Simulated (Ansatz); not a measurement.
Here is the system:

```
CELL_PARAMETERS angstrom
      4.55306     0.00000     0.00000
      0.00000     4.59712     6.51818
      0.00000    -4.59712     6.51818
ATOMIC_POSITIONS crystal
  I  0.50000 0.61133 0.61133
  I  0.00000 0.61843 0.14726
  I  0.00000 0.14726 0.61843
  I  0.50000 0.12677 0.12677
  Ag 0.00000 0.99634 0.99634
  Ag 0.50000 0.99236 0.50669
  Ag 0.50000 0.50669 0.99236
  Cu 0.00000 0.50081 0.50081
```

No spin polarisation.

All numbers come from PBE in Ansatz (plane waves to 420 eV, PAW, no spin-orbit coupling). k-mesh 7×5×5 (Γ-centred); smearing 0.05 eV (Fermi–Dirac).

### Question
Predict the valence-band top at Γ and band gap.

### Answer
- Valence-band top at Γ (three highest levels, from the VBM) = 0.00, -0.01, -0.02 eV
- Band gap = 1.07 eV

These are small ordered cells, not random alloys; other orderings at the same x differ. With I present, leaving out spin-orbit coupling can change the band edges. No phonon test of stability was made. All final runs are without spin polarisation. The cell was made from CuI by this change: x(Ag) = 0.75, 8 atoms, Amm2.

Ansatz is a first-principles code.
